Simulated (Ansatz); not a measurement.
System: GaMo3 (model structure, started from the Cu3Au type, Pm-3m, No. 221, 4 atoms in the cell). Method: r²SCAN in Ansatz (plane waves, PAW).

Settings: plane-wave cutoff 560 eV, 14×14×14 k mesh, Fermi–Dirac smearing 0.05 eV, no spin polarisation, scalar-relativistic PAW data made under PBE.

Cell (relaxed at this level):

```cif
data_GaMo3
_chemical_formula_sum 'Mo3 Ga1'
_space_group_name_H-M_alt 'P 1'
_space_group_IT_number 1
_cell_length_a 3.93585
_cell_length_b 3.93585
_cell_length_c 3.93585
_cell_angle_alpha 90.000
_cell_angle_beta 90.000
_cell_angle_gamma 90.000
loop_
_space_group_symop_operation_xyz
  'x, y, z'
loop_
_atom_site_label
_atom_site_type_symbol
_atom_site_fract_x
_atom_site_fract_y
_atom_site_fract_z
_atom_site_occupancy
Mo1 Mo 0.00000 0.50000 0.50000 1
Mo2 Mo 0.50000 0.50000 0.00000 1
Mo3 Mo 0.50000 0.00000 0.50000 1
Ga1 Ga 0.00000 0.00000 0.00000 1
```

Problem. What does this level give for the bulk modulus?

Solution. 
- bulk modulus = 230 GPa

Note: the run has no spin polarisation, so it can have missed a magnetic state; the bulk modulus is −V dP/dV from two relaxed cells at ±2 % in volume; the relaxation could raise the start's symmetry but not lower it, so the cell can be a saddle point.

The computed numbers hold no vibrational or temperature effects.

Computing time: roughly 2.6 core-minutes.

A model structure was made by putting elements into a prototype or built by hand; it is no filed structure, need not be a known phase, and can be a saddle point held by its symmetry.

Ansatz is a quantum-chemistry and plane-wave program.
